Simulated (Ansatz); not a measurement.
Harmonic thermodynamics of zinc blende CdSe

Per mole of formula units at the relaxed static volume; finite displacements on a 6×6×6 mesh, PBE density-functional theory in Ansatz (plane waves, PAW), k mesh 6×6×6; sums on an interpolated 12×12×12 mesh. The cell was generated from a structure type, relaxed within its symmetry, and need not be the phase found at ambient conditions. Dynamical quadrupoles are not included in the interpolation of the phonons between the solved wave vectors. Zero-point energy 4.15 kJ/mol.

```csv
T (K),F_vib (kJ/mol),S (J/mol/K),C_V (J/mol/K)
100,2.38,39.2,38.6
150,-0.02,56.1,44.2
200,-3.17,69.2,46.5
250,-6.90,79.7,47.7
300,-11.11,88.5,48.3
400,-20.69,102.5,49.0
600,-43.32,122.5,49.5
800,-69.31,136.7,49.6
1000,___,___,___
```

Task: Fill in the missing entries.

Result: 
- 1000, F_vib (kJ/mol): -97.81
- 1000, S (J/mol/K): 147.8
- 1000, C_V (J/mol/K): 49.7

The crystal is held in this phase throughout; melting and phase transitions are not modelled.

Ansatz is a program for electronic structure.
